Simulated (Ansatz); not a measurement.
Base system: ZnS in the zinc blende structure (space group F-43m, No. 216).

```xyz
2
Lattice="0.0000 2.6484 2.6484 2.6484 0.0000 2.6484 2.6484 2.6484 0.0000" Properties=species:S:1:pos:R:3 pbc="T T T"
Zn     0.0000     0.0000     0.0000
S      3.9726     3.9726     3.9726
```

Method: Kohn–Sham DFT with the LDA functional, run in Ansatz (a first-principles code) with PAW and 420 eV plane waves, spin-orbit coupling left out.

Strains are applied to the cell and any free atomic positions relax.

One change was made to it. Results:

The energy goes up by 26 meV/atom; the width of the top valence band drops by 0.29 eV (3.01 eV → 2.72 eV); the hole mass (degenerate bands, along [100]) changes from 0.18, 0.63, 0.63 mₑ (at Γ) to 0.16, 0.69, 0.69 mₑ (at Γ); the band gap falls by 0.33 eV (2.13 eV → 1.80 eV).

Q: Name the change that was made.
A. isotropic strain −1.00 %
B. isotropic strain +1.50 %
C. isotropic strain +2.50 %
D. isotropic strain +1.00 %
E. isotropic strain +0.50 %

A: C, isotropic strain +2.50 %. For comparison, the band gap in the other runs: isotropic strain +1.00 % gives 1.99 eV; isotropic strain −1.00 % gives 2.26 eV; isotropic strain +0.50 % gives 2.06 eV; isotropic strain +1.50 % gives 1.93 eV.

Masses are band curvatures over ±0.01 Å⁻¹ around the edge. Whether these cells are dynamically stable was not tested.
